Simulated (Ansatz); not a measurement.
Base system: Ru in the hcp (Mg type) structure (space group P6_3/mmc, No. 194; a = 2.6756 Å, c = 4.2237 Å; relaxed with 0.1 eV smearing). Axes: x lies along a and z along c of the hexagonal cell.

Calculations: LDA in Ansatz (plane waves to 420 eV, PAW, no SOC).

Perturbation: uniaxial strain ε_xx = +3.00 %, all other strain components held at zero, atoms relaxed at fixed cell.

Q: Predict the stress tensor and what it implies for the stiffness.

A: Stress of the strained cell less that of the base (GPa, compression positive):
```
  -17.1     0.0     0.0
    0.0    -6.0     0.0
    0.0     0.0    -5.7
```

Then −Δσ_ii/ε with ε = 0.0300 gives secant stiffness values (nonlinear terms included at this strain): C11 ≈ 571 GPa, C12 ≈ 199 GPa and C13 ≈ 191 GPa.

As a check, the harmonic strain energy −½ V₀ Δσ:ε is 21 meV/atom; the computed energy rise is 22 meV/atom.

Whether these cells are dynamically stable was not tested. All final runs are without spin polarisation.

Ansatz is an electronic-structure program.
